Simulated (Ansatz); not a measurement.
PbF2 (Pnma, No. 62) was calculated with r²SCAN-D4 (plane waves, PAW; Ansatz, a quantum-chemistry and plane-wave program).

Numerical settings: plane-wave cutoff 500 eV, 6×10×6 k mesh (along the axes of the cell as run), gaussian smearing 0.02 eV, scalar-relativistic PAW data made under PBE.

Cell (relaxed at this level):

```yaml
crystal:
  lattice:
    - [6.39719, 0.00000, 0.00000]
    - [0.00000, 3.87669, 0.00000]
    - [0.00000, 0.00000, 7.65059]
  atoms:
    - { symbol: Pb, position: [0.25497, 0.25000, 0.89432] }
    - { symbol: Pb, position: [0.74503, 0.75000, 0.10568] }
    - { symbol: Pb, position: [0.24503, 0.75000, 0.39432] }
    - { symbol: Pb, position: [0.75497, 0.25000, 0.60568] }
    - { symbol: F, position: [0.47081, 0.25000, 0.15420] }
    - { symbol: F, position: [0.52919, 0.75000, 0.84580] }
    - { symbol: F, position: [0.02919, 0.75000, 0.65420] }
    - { symbol: F, position: [0.97081, 0.25000, 0.34580] }
    - { symbol: F, position: [0.64040, 0.75000, 0.43699] }
    - { symbol: F, position: [0.35960, 0.25000, 0.56301] }
    - { symbol: F, position: [0.85960, 0.25000, 0.93699] }
    - { symbol: F, position: [0.14040, 0.75000, 0.06301] }
```

**Question.** What does this level give for the band gap?

**Answer.** 
band gap: 4.75 eV (on the SCF k mesh)

Spin–orbit coupling is not included; with these elements it can move the gap by several tenths of an eV or more.
